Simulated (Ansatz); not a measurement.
# Response to strain in InAgTe2

Base system: InAgTe$_{2}$ in the chalcopyrite structure (space group I-42d, No. 122; a = 6.432 Å, c = 12.766 Å). Axes: x, y, z lie along a, b, c of the conventional cell.

Strains are applied to the cell and any free atomic positions relax.

The values are results of PBEsol (Ansatz, a program for electronic structure), no SOC, not measurements.

Notes on the quantities. pressure: mean of the normal stresses, compression positive; energy relative to the base: free energy F.

```
change                          pressure  band gap  energy relative to the base  volume per atom
------------------------------  --------  --------  ---------------------------  ---------------
base                            0.00 GPa   0.08 eV                   0 meV/atom         33.01 Å³
uniaxial strain ε_zz = −3.00 %  1.44 GPa   0.11 eV                +5.3 meV/atom         32.02 Å³
uniaxial strain ε_zz = −2.25 %  1.06 GPa   0.10 eV                +3.0 meV/atom         32.26 Å³
uniaxial strain ε_zz = −1.50 %         ?   0.09 eV                +1.3 meV/atom         32.51 Å³
uniaxial strain ε_zz = −0.75 %  0.33 GPa   0.09 eV                            ?         32.76 Å³
```

Complete the table.


- uniaxial strain ε_zz = −1.50 %, pressure: 0.69 GPa
- uniaxial strain ε_zz = −0.75 %, energy relative to the base: +0.3 meV/atom

Spin-orbit coupling, missing from the scalar runs, can matter with Te. Whether these cells are dynamically stable was not tested. The zero or small gap of InAgTe2 can change with the level of theory.
